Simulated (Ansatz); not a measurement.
**CaTiN₂ (model structure, started from the beta NaFeO2 type, Pna2₁, No. 33, 16 atoms in the cell)**

All values below come from PBEsol (Ansatz, a quantum-chemistry and plane-wave program, plane waves, PAW).

Numerical settings: plane-wave cutoff 520 eV, 6×6×8 k mesh (along the axes of the cell as run), Fermi–Dirac smearing 0.01 eV, no spin polarisation, scalar-relativistic PAW data made under PBE.

Cell (relaxed with PBEsol):

Space group Pna2₁ (No. 33); a = 6.0163 Å, b = 7.3386 Å, c = 5.2039 Å, α = β = γ = 90.00°

| atom | site | symmetry | x | y | z |
|---|---|---|---|---|---|
| Ca | 4a | 1 | 0.4128 | 0.1204 | 0.4710 |
| Ti | 4a | 1 | 0.0662 | 0.1264 | 0.9964 |
| N | 4a | 1 | 0.0463 | 0.0947 | 0.3559 |
| N | 4a | 1 | 0.1172 | 0.6598 | 0.4367 |

```
Property                                                 Result
-------------------------------------------  ------------------
band gap                                     2.00 eV (indirect)
smallest direct gap on the k points sampled             2.07 eV
```

Note: the relaxation could raise the start's symmetry but not lower it, so the cell can be a saddle point.

Computed values are for the static lattice.

Computing time: around 4 core-minutes (rough).

A model structure was made by putting elements into a prototype or built by hand; it is no filed structure, need not be a known phase, and can be a saddle point held by its symmetry.
